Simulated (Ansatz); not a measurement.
# How far to go with the plane-wave cutoff: La2PBr2 (P3m1, 5 atoms in the cell)

```xyz
5
Lattice="4.2482 0.0000 0.0000 -2.1241 3.6791 0.0000 0.0000 0.0000 10.1523" Properties=species:S:1:pos:R:3 pbc="T T T"
La     0.0000     2.4527     8.5713
La     2.1241     1.2263     1.6311
P      0.0000     0.0000     0.0000
Br     2.1241     1.2263     6.6640
Br     0.0000     2.4527     3.4883
```

Level of theory: PBEsol, default PAW files made with PBE (plane waves; Ansatz, a program for electronic structure).

Base settings: basis.ecutwfc = 420 eV; kpoints.mp_grid.grid = 7 7 2; hamiltonian.xc = pbesol; hamiltonian.pseudopotentials = {kind: paw} (the program's default PAW files); scf.occupations.method = gaussian; scf.occupations.width = 0.1 eV.

The second cell is the first with its lattice scaled by 0.98.

The mesh stays at the base's, so the ladder's end is converged at best in this setting alone.

The first pressure column holds Ansatz's estimate of the finite-basis (Pulay) stress, which hides part of the cutoff error; the other is without it.

Only quantities that move along the ladder and can be compared are tabulated.

The count of work is k-points × plane waves × bands × iterations; it is no time. 

The starting cell comes from a database of computed structures (which also holds hypothetical and non-ambient phases and stackings), without a prior relaxation at this level. Its lattice was rescaled by up to half a per cent. One atom was moved a little off its site on purpose.

```tsv
basis.ecutwfc	free energy less the last step's (meV/atom)	energy of the compressed cell less the first (meV/atom)	pressure (GPa)	pressure without the Pulay estimate (GPa)	largest difference of a force vector from the last step's (eV/Å)	count of work / last
145 eV	2972.66	18.67	0.06	-27.22	0.202	0.060
170 eV	1790.88	18.69	0.23	-22.10	0.221	0.080
190 eV	1129.38	15.98	-0.43	-17.79	0.096	0.081
210 eV	682.17	12.59	-0.60	-13.54	0.054	0.092
230 eV	385.71	14.25	-0.74	-9.66	0.043	0.11
250 eV	206.36	9.96	-0.89	-6.57	0.030	0.13
295 eV	40.95	8.31	-1.00	-2.60	0.002	0.16
335 eV	7.41	8.26	-0.99	-1.37	0.000	0.20
380 eV	1.32	8.24	-0.99	-1.04	0.000	0.23
420 eV	0.71	8.24	-0.99	-1.00	0.000	0.27
460 eV	0.44	8.25	-0.99	-1.00	0.000	0.31
505 eV	0.22	8.24	-0.99	-1.00	0.000	0.36
565 eV	0.10	8.24	-0.99	-1.00	0.000	0.42
630 eV	0.07	8.24	-0.99	-1.00	0.000	0.49
735 eV	0.04	8.24	-1.00	-1.00	0.000	0.63
840 eV	0.02	8.24	-1.00	-1.00	0.000	0.76
1010 eV	0.00	8.24	-1.00	-1.00	0.000	1.0
```

Coarsest basis.ecutwfc that holds the pressure without the Pulay estimate within 0.2 GPa of the last step, with all finer ones: 380 eV, at 0.23 of the last step's count of work; the step before is off by 0.37 GPa.

Coarsest basis.ecutwfc that holds the pressure within 0.2 GPa of the last step, with all finer ones: 250 eV, at 0.13 of the last step's count of work; the step before is off by 0.25 GPa.

Coarsest basis.ecutwfc that holds the forces within 0.01 eV/Å of the last step, with all finer ones: 295 eV, at 0.16 of the last step's count of work; the step before is off by 0.030 eV/Å.

The energy difference between the two cells stays within 1 meV/atom of the last step's from 295 eV on, the total only from 420 eV on: much of the error is common to both cells and cancels.

Two neighbours can agree and both be off: 145 eV and 170 eV differ by 0.02 meV/atom in the energy of the compressed cell less the first, yet lie about 10 meV/atom from the last step.

At the lowest cutoff the pressure without the Pulay estimate lies 26.2 GPa under the last step's, the usual sign of Pulay stress in an incomplete plane-wave basis.

Keys are those of Ansatz 0.2.
